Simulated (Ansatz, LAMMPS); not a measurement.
**Si well of 20 atomic layers along [001] in random Si0.5Ge0.5, interfaces graded over 8 layers**

Cell 16.85 × 16.85 × 60.60 Å, Si562Ge230, 792 atoms. Prepared with LAMMPS with Tersoff's 1989 multicomponent potential (SiCGe.tersoff): minimisation. 

Method: PBE, support functions at accuracy medium on the grid of 370 eV (norm-conserving potentials; Ansatz, a program for electronic structure).

Basis: localised support functions (accuracy medium) on a full density matrix. k-points: zone centre alone; occupations: Fermi-Dirac, 0.010 eV; spin polarisation not allowed. Spin-orbit coupling is left out.

```json
{
  "Kohn-Sham gap of the cell on its k-mesh": "0.21 eV",
  "weight_of_the_highest_filled_level_on_the_well": "0.35",
  "weight_of_the_lowest_empty_level_on_the_well": "0.99",
  "coordination (neighbours within 2.871 Å)": "100.0 % 4-fold",
  "Ge-Ge bonds, mean ± spread": "2.479 ± 0.008 Å",
  "Ge-Si bonds, mean ± spread": "2.433 ± 0.009 Å",
  "Si-Si bonds, mean ± spread": "2.392 ± 0.008 Å",
  "bond angles, mean ± spread": "109.5° ± 1.4°",
  "pressure": "-1.44 GPa",
  "cost_of_the_final_run": "very roughly 30 core-minutes, 12 SCF iterations, 16 GiB"
}
```
